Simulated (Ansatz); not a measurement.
# Response to strain in Pd

Start from Pd in the fcc (Cu type) structure (space group Fm-3m, No. 225; relaxed with 0.1 eV smearing).

```
Pd
1.0
    0.00000     1.93885     1.93885
    1.93885     0.00000     1.93885
    1.93885     1.93885     0.00000
Pd
1
Direct
  0.00000   0.00000   0.00000
```

Cartesian axes are those of the cell as printed.

Strains are applied to the cell and any free atomic positions relax.

All numbers come from PBEsol (Ansatz, a program for electronic structure, PAW, no spin-orbit coupling).

Notes on the quantities. pressure: mean of the normal stresses, compression positive; energy relative to the base: free energy F.

| change | pressure | energy relative to the base | volume per atom |
|---|---|---|---|
| base | 0.0 GPa | 0 meV/atom | 14.58 Å³ |
| uniaxial strain ε_zz = −2.00 % | 4.3 GPa | +4.7 meV/atom | 14.29 Å³ |
| uniaxial strain ε_zz = −1.50 % | 3.2 GPa | +2.6 meV/atom | 14.36 Å³ |
| uniaxial strain ε_zz = −1.00 % | 2.1 GPa | +1.1 meV/atom | 14.43 Å³ |
| uniaxial strain ε_zz = −0.50 % | 1.0 GPa | +0.3 meV/atom | 14.50 Å³ |
| uniaxial strain ε_zz = +0.50 % | -1.0 GPa | +0.3 meV/atom | 14.65 Å³ |
| uniaxial strain ε_zz = +1.00 % | -2.0 GPa | +1.1 meV/atom | 14.72 Å³ |
| uniaxial strain ε_zz = +2.00 % | -3.8 GPa | +4.3 meV/atom | 14.87 Å³ |
| uniaxial strain ε_zz = +2.50 % | -4.6 GPa | +6.7 meV/atom | 14.94 Å³ |
| uniaxial strain ε_zz = +3.00 % | ___ | ___ | 15.01 Å³ |

Question: What belongs in the blanks?

Answer: 
- uniaxial strain ε_zz = +3.00 %, pressure: -5.5 GPa
- uniaxial strain ε_zz = +3.00 %, energy relative to the base: +9.5 meV/atom

Whether these cells are dynamically stable was not tested. All final runs are without spin polarisation. Pd lies near a magnetic instability that expansion can trigger; it was not tested.
